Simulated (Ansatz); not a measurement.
Results of PBE-D3(BJ) (Ansatz, a program for electronic structure, PAW) for 1T (CdI2-type) MgI2.

Settings: plane-wave cutoff 500 eV, 12×12×6 k mesh (along the axes of the cell as run), Fermi–Dirac smearing 0.05 eV, scalar-relativistic PAW data made under PBE.

Computed at the level's own relaxed cell.

**Question.** Estimate the equilibrium volume per atom, lattice constant a and c axis length that the calculation returns.

**Answer.** 
- equilibrium volume per atom: 33.55 Å³/atom
- lattice constant a: 4.124 Å
- c axis length: 6.834 Å

Measured, for comparison: lattice constant a 4.14 Å, lattice parameter c 6.88 Å (temperature not stated, copied from a table, unchecked, no zero-point or thermal correction; as tabulated in Crystal Structures 1, 239 (1963)). Computed (rounded) less measured: lattice constant a not scored (unchecked), lattice parameter c not scored (unchecked). A static lattice is as a rule a little smaller and stiffer than an uncorrected measurement, which narrows the difference in the lattice constant a, lattice parameter c and would widen misses of the other sign.

Spin–orbit coupling is not included.

Static lattice: no zero-point or thermal effects.

It cost about 2.6 core-minutes (a rough figure) of CPU time.
